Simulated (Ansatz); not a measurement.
Consider BaTiO$_{3}$ in the cubic perovskite structure (space group Pm-3m, No. 221).

```
CELL_PARAMETERS angstrom
      3.93456     0.00000     0.00000
      0.00000     3.93456     0.00000
      0.00000     0.00000     3.93456
ATOMIC_POSITIONS crystal
  Ba 0.00000 0.00000 0.00000
  Ti 0.50000 0.50000 0.50000
  O  0.50000 0.00000 0.50000
  O  0.00000 0.50000 0.50000
  O  0.50000 0.50000 0.00000
```

Computed with LDA/PAW in Ansatz (a program for electronic structure), spin-orbit coupling left out.

Strains are applied to the cell and any free atomic positions relax.

One change was made to it. Results:

The band gap grows by 0.08 eV, from 1.83 eV to 1.91 eV; the hole mass (degenerate bands, along [100]) is 0.30, 0.93, 0.93 mₑ (at Γ); the energy increases by 67 meV/atom; the pressure goes up by 21.90 GPa, from -0.01 GPa to 21.89 GPa.

**Question.** Which of these changes matches the shifts?
A) isotropic strain −0.60 %
B) isotropic strain −1.20 %
C) isotropic strain −3.00 %

**Answer.** C, isotropic strain −3.00 %. For comparison, the energy relative to the base in the other runs: isotropic strain −1.20 % gives +10 meV/atom; isotropic strain −0.60 % gives +2.5 meV/atom.

Masses are band curvatures over ±0.01 Å⁻¹ around the edge. Stability against distortions was not tested. All final runs are without spin polarisation. Many cubic perovskites are stable only at high temperature; tilts and polar distortions were not tested. This is not the structure that BaTiO3 has at room temperature and ambient pressure.
